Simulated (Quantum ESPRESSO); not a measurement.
Input and output of a self-consistent single point for SiC (P6_3mc, 12 atoms in the cell) (Quantum ESPRESSO).

Computed with PBE, GBRV 1.5 ultrasoft (PBE) pseudopotentials (plane waves; Quantum ESPRESSO 7.5).

```yaml
crystal:
  lattice:
    - [3.10677, 0.00000, 0.00000]
    - [-1.55339, 2.69054, 0.00000]
    - [0.00000, 0.00000, 15.24604]
  atoms:
    - { symbol: Si, position: [0.33333, 0.66667, 0.83299] }
    - { symbol: Si, position: [0.66667, 0.33333, 0.33299] }
    - { symbol: Si, position: [0.66667, 0.33333, 0.66650] }
    - { symbol: Si, position: [0.33333, 0.66667, 0.16650] }
    - { symbol: Si, position: [0.00000, 0.00000, 0.49973] }
    - { symbol: Si, position: [0.00000, 0.00000, 0.99973] }
    - { symbol: C, position: [0.00000, 0.00000, 0.87437] }
    - { symbol: C, position: [0.00000, 0.00000, 0.37437] }
    - { symbol: C, position: [0.33333, 0.66667, 0.70800] }
    - { symbol: C, position: [0.66667, 0.33333, 0.20800] }
    - { symbol: C, position: [0.66667, 0.33333, 0.54152] }
    - { symbol: C, position: [0.33333, 0.66667, 0.04152] }
```

Reference input (self-consistent single point, DFT, PBE, plane waves, GBRV 1.5 ultrasoft (PBE) pseudopotentials): ecutwfc = 40 Ry; ecutrho = 200 Ry; occupations = fixed; potentials = {Si: si_pbe_v1.uspp.F.UPF, C: c_pbe_v1.2.uspp.F.UPF}; K_POINTS = automatic 8 8 2 0 0 0; nbnd = 30; conv_thr = 1e-11 Ry. This run's input differs from it in these lines:

```diff
@@ -14,4 +14,4 @@
    ntyp = 2
-   ecutwfc = 40
-   ecutrho = 200
+   ecutwfc = 70
+   ecutrho = 350
    occupations = 'fixed'
```

Output (repeated stretches shortened):

```
     Self-consistent Calculation

     iteration #  1     ecut=    70.00 Ry     beta= 0.70

     total energy              =    -125.80640578 Ry
     estimated scf accuracy    <       2.52682136 Ry

     iteration #  2     ecut=    70.00 Ry     beta= 0.70

     total energy              =    -126.59083915 Ry
     estimated scf accuracy    <       0.83766834 Ry

     iteration #  3     ecut=    70.00 Ry     beta= 0.70

     total energy              =    -126.69695060 Ry
     estimated scf accuracy    <       0.01712656 Ry

   [... 9 blocks of this kind left out ...]

     iteration # 13     ecut=    70.00 Ry     beta= 0.70

     total energy              =    -126.70570881 Ry
     estimated scf accuracy    <          2.8E-11 Ry

     iteration # 14     ecut=    70.00 Ry     beta= 0.70
     End of self-consistent calculation

     highest occupied, lowest unoccupied level (ev):     9.1779   11.2201

!    total energy              =    -126.70570881 Ry
     estimated scf accuracy    <          5.4E-12 Ry

     convergence has been achieved in  14 iterations

     Forces acting on atoms (cartesian axes, Ry/au):

     atom    1 type  1   force =     0.00000000    0.00000000   -0.00000625
     atom    2 type  1   force =    -0.00000000    0.00000000   -0.00000625
     atom    3 type  1   force =     0.00000000    0.00000000    0.00005043
     atom    4 type  1   force =     0.00000000   -0.00000000    0.00005043
     atom    5 type  1   force =     0.00000000    0.00000000    0.00004021
     atom    6 type  1   force =    -0.00000000    0.00000000    0.00004021
   [... lines left out ...]

     Total force =     0.000132     Total SCF correction =     0.000005

          total   stress  (Ry/bohr**3)                   (kbar)     P=      -26.04
  -0.00017582   0.00000000   0.00000000          -25.86        0.00        0.00
   0.00000000  -0.00017582   0.00000000            0.00      -25.86        0.00
   0.00000000   0.00000000  -0.00017946            0.00        0.00      -26.40

   JOB DONE.
```

The run converged in 14 iterations. Against the reference run the free energy drops by 3.2 meV/atom, the pressure hardly changes (-2.66 to -2.60 GPa), the largest force moves little (0.001 to 0.002 eV/Å) and the gap on the mesh hardly changes (2.041 to 2.042 eV).

The starting cell comes from a database of computed structures (which also holds hypothetical and non-ambient phases and stackings), without a prior relaxation at this level. Its lattice was rescaled by a random factor within 2.5 % of one.

Cost on one core of a shared machine: roughly 4 min.
